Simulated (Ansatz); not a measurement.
Consider BeSe in the zinc blende structure (space group F-43m, No. 216).

```cif
data_Be4Se4
_chemical_formula_sum 'Be4 Se4'
_space_group_name_H-M_alt 'F-43m'
_space_group_IT_number 216
_space_group_name_Hall 'F -4 2 3'
_cell_length_a 5.17756
_cell_length_b 5.17756
_cell_length_c 5.17756
_cell_angle_alpha 90.000
_cell_angle_beta 90.000
_cell_angle_gamma 90.000
loop_
_atom_site_label
_atom_site_type_symbol
_atom_site_symmetry_multiplicity
_atom_site_Wyckoff_symbol
_atom_site_fract_x
_atom_site_fract_y
_atom_site_fract_z
_atom_site_occupancy
Be1 Be 4 a 0.00000 0.00000 0.00000 1
Se1 Se 4 d 0.75000 0.75000 0.75000 1
```
(The calculation used a cell of 2 atoms; values per cell refer to that cell.)

Computed with Kohn–Sham DFT with the PBE functional, run in Ansatz (a first-principles code) with PAW and 420 eV plane waves, scalar-relativistic without spin-orbit coupling.

Base values:

The pressure comes out as 0.01 GPa and the band gap is 2.67 eV. The smallest direct gap comes out as 4.22 eV.

The change: every lattice vector is stretched by 0.50 %, atoms relaxed at fixed cell.

**Question.** What does the calculation give for the pressure after the change?

**Answer.** The pressure decreases by 1.09 GPa (0.01 GPa → -1.08 GPa).

**Question.** Estimate the effect on the band gap.

**Answer.** The band gap increases by 0.03 eV, from 2.67 eV to 2.70 eV.

**Question.** What happens to the smallest direct gap?

**Answer.** The smallest direct gap drops by 0.108 eV (4.22 eV → 4.12 eV).

The cells carry an imposed strain or load. Stability against distortions was not tested.
